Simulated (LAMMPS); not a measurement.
Consider Fe (bcc), 4394 atoms, at 300 K and 0 GPa, heated as the crystal in molecular dynamics.

Computed with classical MD, pair style eam/fs, file VFe_mm.eam.fs (LAMMPS).

| frequency (THz) | spectral density (1/THz) |
|---|---|
| 0.4205 | 0.0001 |
| 0.6610 | 0.0020 |
| 0.9010 | 0.0049 |
| 1.141 | 0.0066 |
| 1.382 | 0.0081 |
| 1.622 | 0.0121 |
| 1.862 | 0.0181 |
| 2.103 | 0.0222 |
| 2.343 | 0.0289 |
| 2.583 | 0.0347 |
| 2.823 | 0.0391 |
| 3.064 | 0.0543 |
| 3.304 | 0.0698 |
| 3.544 | 0.0920 |
| 3.784 | 0.1274 |
| 4.025 | 0.1538 |
| 4.265 | 0.1791 |
| 4.505 | 0.2039 |
| 4.745 | 0.1950 |
| 4.986 | 0.1670 |
| 5.226 | 0.1662 |
| 5.466 | 0.1810 |
| 5.707 | 0.1832 |
| 5.947 | 0.1762 |
| 6.187 | 0.1672 |
| 6.428 | 0.1574 |
| 6.668 | 0.1483 |
| 6.908 | 0.1430 |
| 7.148 | 0.1341 |
| 7.389 | 0.1251 |
| 7.629 | 0.1317 |
| 7.869 | 0.1657 |
| 8.109 | 0.2148 |
| 8.350 | 0.2233 |
| 8.590 | 0.1746 |
| 8.830 | 0.1124 |
| 9.070 | 0.0606 |
| 9.311 | 0.0248 |
| 9.551 | 0.0100 |
| 9.791 | 0.0067 |
| 10.03 | 0.0051 |
| 10.27 | 0.0041 |
| 10.51 | 0.0034 |
| 10.75 | 0.0030 |
| 10.99 | 0.0026 |
| 11.23 | 0.0022 |
| 11.47 | 0.0020 |
| 11.71 | 0.0017 |

Read from the full data:
- state found: crystal; no diffusion seen in 30 ps
- mean frequency of the velocity spectrum: 6.1 THz
